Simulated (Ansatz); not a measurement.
Response to strain in ZnS

The reference is ZnS in the zinc blende structure (space group F-43m, No. 216; a = 5.443 Å).

Strains are applied to the cell and any free atomic positions relax.

Level of theory: PBE, PAW, 420 eV (Ansatz, an electronic-structure program; no SOC).

```csv
isotropic strain (%),band gap (eV)
-2.5,2.35
-2,2.28
-1,2.15
0,2.02
1,1.89
1.5,1.83
2,1.76
2.5,?
3,1.64
```

Task: Fit E_g = E₀ + Dε (ε in %) to the rows shown and predict the withheld row.

Result: Least squares on the printed values gives E₀ = 2.02 eV, D = -129 meV per % of strain (largest residual 0.01 eV); this predicts 1.70 eV, and the run gives 1.70 eV, in agreement.

Stability against distortions was not tested.
